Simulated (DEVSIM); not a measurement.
System: abrupt GaP n-p junction, at 300 K.

Layer 1 from the left is GaP, thickness (μm) 2.60, Nd (cm⁻³) 4.7e17, τn (s) 2.3e-6, τp (s) 2.3e-6. Layer 2 from the left is GaP, thickness (μm) 0.410, Na (cm⁻³) 2.3e15, τn (s) 2.3e-6, τp (s) 2.3e-6.

Left contact: ohmic. Right contact: ohmic. Voltage is applied to the left contact. Recombination: SRH at mid-gap, Auger. Mobility is μmin + (μ − μmin)/(1 + (N/Nref)^α).

The device is made up for the run: typed textbook-type constants, with dimensions and the other settings drawn at random. Values at 300 K.

GaP: gap (eV) 2.26, affinity (eV) 3.8, permittivity 11.1, Nc (cm⁻³) 1.8e19, Nv (cm⁻³) 1.9e19, μn (cm²/Vs) 250, μp (cm²/Vs) 150, μn,min 10, μp,min 10, Nref,n 4.4e18, Nref,p 1e18, αn 0.8, αp 0.85, Cn (cm⁶/s) 1e-30, Cp (cm⁶/s) 1e-30.

DEVSIM, 1D drift-diffusion, Boltzmann statistics, complete ionisation; no tunnelling, impact ionisation, image-force lowering or self-heating.

Problem. What does the simulation give for the largest field in the device at zero bias, the dark forward voltage at 100 A/cm², the dark forward voltage at 1 A/cm²?

Solution. largest field in the device at zero bias 60000 V/cm; dark forward voltage at 100 A/cm² 1.815 V; dark forward voltage at 1 A/cm² 1.661 V.
